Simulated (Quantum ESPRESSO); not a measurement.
**Zone-centre phonon calculation of C (P6_3/mmc, 2 atoms in the cell) at several settings**

```
CELL_PARAMETERS angstrom
      2.13996     0.00000     0.00000
     -1.06998     1.85326     0.00000
      0.00000     0.00000     3.47443
ATOMIC_POSITIONS crystal
  C  0.33333 0.66667 0.25000
  C  0.66667 0.33333 0.75000
```

Base: Quantum ESPRESSO with PBE, GBRV 1.5 ultrasoft (PBE) pseudopotentials. Its settings: ecutwfc = 40 Ry; ecutrho = 200 Ry; occupations = smearing; smearing = cold; degauss = 0.0099958 Ry; potentials = {C: c_pbe_v1.2.uspp.F.UPF}; K_POINTS = automatic 14 14 8 0 0 0; conv_thr = 1e-10 Ry; mixing_beta = 0.7. Starting volume 6.89 Å³ per atom.

Each line gives the change from the base single point and the result:

- ecutwfc: 40 Ry → 28 Ry; ecutrho: 200 Ry → 140 Ry; ph.x.tr2_ph: default → 1e-14; ph.x.fildyn: default → dyn.G; dynmat.x.fildyn: default → dyn.G; dynmat.x.asr: default → crystal: pressure 1.11 GPa; zone-centre frequencies (cm⁻¹; negative means imaginary) -550, -530, -530, 0, 0, 0.
- ph.x.tr2_ph: default → 1e-14; ph.x.fildyn: default → dyn.G; dynmat.x.fildyn: default → dyn.G; dynmat.x.asr: default → crystal: zone-centre frequencies (cm⁻¹; negative means imaginary) -551, -531, -531, 0, 0, 0.

The starting cell was generated: these elements placed on a structure prototype, without a prior relaxation; it need not be a known phase or ordering of this composition. Its lattice was rescaled by a random factor within 2.5 % of one.

Frequencies and response belong to this unrelaxed cell, and polar modes hold no LO-TO splitting.
